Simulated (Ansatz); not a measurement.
The reference is CdS in the zinc blende structure (space group F-43m, No. 216; a = 5.8248 Å). Axes: x, y, z lie along the cube axes.

All numbers come from plane-wave PAW DFT at the PBEsol level (Ansatz, a first-principles code, 420 eV), scalar-relativistic without spin-orbit coupling, earlier PAW set.

Strains are applied to the cell and any free atomic positions relax; under biaxial strain the out-of-plane vector relaxes too.

One change was made to it. Results:

The pressure goes from zero to -2.21 GPa; the energy goes up by 7.1 meV/atom.

Question: Name the change that was made.
(A) uniaxial strain ε_yy = +2.57 %
(B) uniaxial strain ε_zz = −1.83 %
(C) isotropic strain +1.32 %
(D) biaxial strain −2.47 %, plane normal [110], relaxed out of plane

Answer: C, isotropic strain +1.32 %. For comparison, the pressure in the other runs: uniaxial strain ε_zz = −1.83 % gives 1.17 GPa; biaxial strain −2.47 %, plane normal [110], relaxed out of plane gives 1.43 GPa; uniaxial strain ε_yy = +2.57 % gives -1.49 GPa.

Stability against distortions was not tested.
